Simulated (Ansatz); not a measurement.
Abridged Ansatz (a program for electronic structure) output:

```
Relaxation: its limit of steps is 50 (relax.max_steps)
Pseudopotential: Te, paw, valence charge 16
Pseudopotential: Pb, paw, valence charge 14
Crystal: 2 atoms, lattice volume = 67.339 Å³
Basis set: ecut = 420 eV, 1355 PW (Γ), exchange–correlation on 64×64×64 points (8 copies of the dense FFT grid, shifted against one another)
Bands: 19, of which v1, the nominal top of the filled ones, is band 15 counted from 1 (14 counted from 0)
Symmetry: 16 space group operations
k-points: 75 of 729
Functional: x = pbesol(κ = 0.804, μ = 0.12345679012345678), c = pbesol(β = 0.046)
SCF iter   1: F=—  HF=-18657.192689 eV  |F-HF|=—  |Δ(HF+E_count)|=         —  Δρ=2.14e-3  dr2=5.17e-3  ethr=1.77e-3  ⟨swp⟩=6.7  Hψ=7505  notcnv=0
SCF iter   2: F=—  HF=-18657.188966 eV  |F-HF|=—  |Δ(HF+E_count)|=   3.72e-3  Δρ=8.64e-4  dr2=5.41e-4  ethr=1.72e-5  ⟨swp⟩=2.2  Hψ=3119  notcnv=0
SCF 1 converged in 6 iterations: F = -18657.188890 eV  dr2 = 6.55e-9
relax step   1: F+E_penalty+E_count = -18657.18888960 eV  Δ(F+E_penalty+E_count) = +0.000e0 eV  max|allowed force component| = 1.095e-29 eV/Å  Δτ_max = 0.0000 Å  P = -0.315 GPa  Ω = 67.339 Å³  fix = [a, b, gamma]  reactions: a -0.612, b -0.612 GPa  (6 SCF iters, dr2 threshold 1.00e-7 eV, accepted)
[... steps on the carried basis left out ...]
relax step   3: F+E_penalty+E_count = -18657.18899914 eV  Δ(F+E_penalty+E_count) = -1.335e-5 eV  max|allowed force component| = 6.311e-30 eV/Å  Δτ_max = 0.0000 Å  P = -0.414 GPa  Ω = 67.488 Å³  energy of the carried Pulay correction = -2.032e-5 eV  fix = [a, b, gamma]  reactions: a -0.621, b -0.621 GPa  (3 SCF iters, dr2 threshold 1.22e-8 eV, accepted)
Crystal: 2 atoms, lattice volume = 67.488 Å³
SCF iter   1: F=—  HF=-18657.189003 eV  |F-HF|=—  |Δ(HF+E_count)|=         —  Δρ=5.78e-5  dr2=5.37e-8  ethr=2.13e-7  ⟨swp⟩=3.7  Hψ=11512  notcnv=0
SCF iter   2: F=—  HF=-18657.189016 eV  |F-HF|=—  |Δ(HF+E_count)|=   1.25e-5  Δρ=2.89e-5  dr2=1.21e-8  ethr=1.79e-10  ⟨swp⟩=2.9  Hψ=2737  notcnv=0
SCF 4 converged in 6 iterations: F = -18657.189019 eV  dr2 = 1.34e-13
SCF converged after 6 iterations
Free energy (F): -18657.189019 eV
Internal energy: -18657.189014 eV  (E = F + TS)
E sigma→0 (E₀):  -18657.189017 eV
Entropy (-TS):   -0.000005 eV (-0.003 meV/atom)
Fermi energy:    8.887119 eV
--- Forces (eV/Å), atoms counted from 1 ---
  atom   1  Te     0.00000000     0.00000000     0.00000000
  atom   2  Pb     0.00000000     0.00000000     0.00000000
--- Stress (GPa, compression-positive) ---
       -0.620872       0.000000       0.000000
        0.000000      -0.620872       0.000000
        0.000000       0.000000      -0.001024
  P = ⅓ Tr σ = -0.4143 GPa (-4.143 kbar)
--- Relaxed structure (3 steps of the walk, 3 accepted, 1 SCFs on fresh bases) ---
  cell:  # Å, volume = 67.4882 Å³
    - [4.578019978, 0.0, 0.0]
    - [0.0, 4.578019978, 0.0]
    - [2.289009989, -2.289009989, 3.2201235931173753]
  atoms:
    - { symbol: Te, position: [0.49999999999999994, 0.49999999999999994, 0.0] }
    - { symbol: Pb, position: [-1.1478475992832513e-46, 1.434809499104064e-47, 0.0] }
```

Q: What was computed, and what are the main results?

A: PbTe, 2 atoms in the cell, with PBEsol (Ansatz), no SOC. The last SCF converged to F = -18657.189019 eV, or -9328.5945 eV per atom, at a pressure of -0.41 GPa. The total energy compares only with runs of the same code, potentials and settings.

With Pb and Te present, leaving out spin-orbit coupling can change the band edges. The cells carry an imposed strain or load. Whether these cells are dynamically stable was not tested. The cell was made from PbTe in the rock salt structure (space group Fm-3m, No. 225) by this change: biaxial strain +0.50 %, plane normal [001], relaxed out of plane.

Keys are those of Ansatz 0.2.
